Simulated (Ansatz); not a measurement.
## Carrier doping in C

Consider C (space group I4/mmm, No. 139; a model cell, its experimental status unchecked).

```
C
1.0
   -2.17820     2.17820     1.24946
    2.17820    -2.17820     1.24946
    2.17820     2.17820    -1.24946
C
4
Cartesian
  0.78550   0.78550   0.00000
  1.39270  -1.39270   1.24946
 -1.39270   1.39270   1.24946
  1.39270   1.39270   1.24946
```

Carriers are added at fixed cell with a uniform background; the Fermi–Dirac width is that of 300 K.

Level of theory: PBEsol (Ansatz, an electronic-structure program, PAW, no spin-orbit coupling).

Notes on the quantities. Fermi level from band edge: Fermi level relative to the doped band's edge (positive inside the band; to 0.05 eV).

```tsv
change	Fermi level from band edge	gap between the host's bands
undoped	–	2.27 eV
electrons 1.5×10^21 cm⁻³	+0.75 eV	2.22 eV
electrons 3.0×10^21 cm⁻³	+1.15 eV	2.18 eV
electrons 7.0×10^21 cm⁻³	+1.85 eV	2.06 eV
electrons 1.0×10^22 cm⁻³	+2.30 eV	1.73 eV
holes 1.5×10^21 cm⁻³	+0.50 eV	2.31 eV
holes 3.0×10^21 cm⁻³	+0.75 eV	2.35 eV
holes 7.0×10^21 cm⁻³	+1.20 eV	2.45 eV
holes 1.0×10^22 cm⁻³	+1.40 eV	2.51 eV
```

Charged cell with a jellium background: band edges are those of the host's band count, energies are not comparable with the neutral cell, and many-body gap narrowing is missing. Whether these cells are dynamically stable was not tested. This is not the structure that C has at room temperature and ambient pressure.
